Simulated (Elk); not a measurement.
Worked example: self-consistent single point of Cu (Fm-3m, 1 atom in the cell) in Elk.

Method: PBE, all-electron FP-LAPW, Elk's shipped species files, default APW+lo basis (Elk).

The change in words: lattice scaled by 0.98. Reference geometry:
```
CELL_PARAMETERS angstrom
      0.00000     1.80500     1.80500
      1.80500     0.00000     1.80500
      1.80500     1.80500     0.00000
ATOMIC_POSITIONS crystal
  Cu 0.00000 0.00000 0.00000
```

Reference input (self-consistent single point, DFT, PBE, all-electron FP-LAPW, Elk's shipped species files, default APW+lo basis): xctype = 20; stype = 0; swidth = 0.00734986 Ha; ngridk = 21 21 21; rmtscf = 0.94; maxscl = 100. This run's input differs from it in these lines:

```diff
@@ -19,5 +19,5 @@
 avec
-    0.0000000000    3.4109556549    3.4109556549
-    3.4109556549    0.0000000000    3.4109556549
-    3.4109556549    3.4109556549    0.0000000000
+    0.0000000000    3.3427365419    3.3427365419
+    3.3427365419    0.0000000000    3.3427365419
+    3.3427365419    3.3427365419    0.0000000000
```

The program printed (abridged):

```
│ Self-consistent loop started │
│ Loop number : 1 │
 total energy                :     -1644.01470752
│ Loop number : 2 │
 total energy                :     -1644.62613568
RMS change in Kohn-Sham potential (target) :   0.5133957640     (  0.1000000000E-05)
Absolute change in total energy (target)   :   0.6114281570     (  0.1000000000E-03)
│ Loop number : 3 │
 total energy                :     -1646.60278347
RMS change in Kohn-Sham potential (target) :   0.4271888732     (  0.1000000000E-05)
Absolute change in total energy (target)   :    2.129504829     (  0.1000000000E-03)
│ Loop number : 4 │
   [... lines left out ...]
Absolute change in total energy (target)   :   0.2014919994E-02 (  0.1000000000E-03)
│ Loop number : 13 │
 total energy                :     -1655.08906460
RMS change in Kohn-Sham potential (target) :   0.2662762344E-05 (  0.1000000000E-05)
Absolute change in total energy (target)   :   0.4035700247E-03 (  0.1000000000E-03)
│ Loop number : 14 │
 total energy                :     -1655.08900921
RMS change in Kohn-Sham potential (target) :   0.4440103310E-06 (  0.1000000000E-05)
Absolute change in total energy (target)   :   0.4550185531E-04 (  0.1000000000E-03)
Convergence targets achieved

│ Loop number : 15 │

Energies :
 Fermi                       :     0.286048089919
 total energy                :     -1655.08899869

Density of states at Fermi energy :    9.060171512
 (states/Hartree/unit cell)

Estimated indirect band gap :   0.3251426687E-02
 from k-point    176 to k-point     76
Estimated direct band gap   :   0.6261333087E-01
 at k-point    116

Charges :
 core                        :    12.00000000
 valence                     :    17.00000000
 interstitial                :   0.9635214101
 muffin-tins (core leakage)
  species :    1 (Cu)
   atom    1                 :    28.03647859     (  0.3585370119E-03)
 total in muffin-tins        :    28.03647859
 total calculated charge     :    28.99408900
 total charge                :    29.00000000
 error                       :   0.5910995853E-02

│ Self-consistent loop stopped │
```

The run converged in 15 iterations. The count includes the last loop, which Elk runs after its targets are met. Against the reference run the total energy goes up by 30.1 meV/atom.

The starting cell has typed, rounded lattice constants, without a prior relaxation at this level. For this run, on top of that: lattice scaled by 0.98. Spin polarisation is off. Values depend on the basis (sphere radii, cutoffs, local orbitals), which need not be converged. The log's line on a gap gives a spacing of levels on this mesh, which the program prints for metals too.
